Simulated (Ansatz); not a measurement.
CdF2: energy against strain

CdF2 (fluorite, Fm-3m, 13.005 Å³/atom and stress up to 0.01 GPa in the relaxed cell, cube axes along x, y and z) under a strain ε along a cube axis (axis z), the other axes held. PBEsol in Ansatz, a plane-wave DFT program (PAW, default set), 420 eV, 11×11×11 Γ-centred mesh, Fermi-Dirac smearing 0.05 eV; ions are relaxed, or left where forces stay under 0.02 eV/Å, within the symmetry of each cell.

Here s stands for strain and y for E less E0.

```csv
strain (%),E less E0 (meV/atom)
-1.50,1.65
-1.00,0.71
-0.50,0.15
0.00,0.00
0.50,0.13
1.00,0.69
1.50,1.57
3.00,?
```

Taking a parabola for y over the 7 complete rows: Least squares gives y = -0.027 - 0.0214·s + 0.7267·s². Residuals (row less fit): 0.010, -0.011, -0.015, 0.027, -0.014, 0.012, -0.006; standard error 0.020 (degrees of freedom: 4). Twice the quadratic coefficient over the volume, 2 × 0.7267 meV × 10⁴ × 0.1602 / 13.005 Å³, is the elastic constant C11 = 179 ± 2 GPa (± standard error of the fit, which holds the terms cut off).

Estimate the missing y (s = 3.00); what did the run itself give?

y = -0.027 - 0.0214 × 3.0 + 0.7267 × 3.0² = 6.449 meV/atom. The calculation gives 6.35 meV/atom, 0.099 meV/atom below the prediction (1.6 % of the range of y in the table). The row lies outside the fitted rows, so this is an extrapolation. From the scatter of the fitted rows alone, a prediction at this place has a standard error of 0.075 meV/atom, so the miss is 1.3 times that.

A polynomial of degree 3 through the 12 other runs of the series gives 6.31 there. Rows are the converged runs of the series near zero and its far end, less any whose ions stayed unrelaxed beside relaxed ones; series whose fitted rows scatter by over a few per cent of the range, as at a crossing or softening among them, aren't shown in this form. Most that stay on the fit to the last digits aren't either.
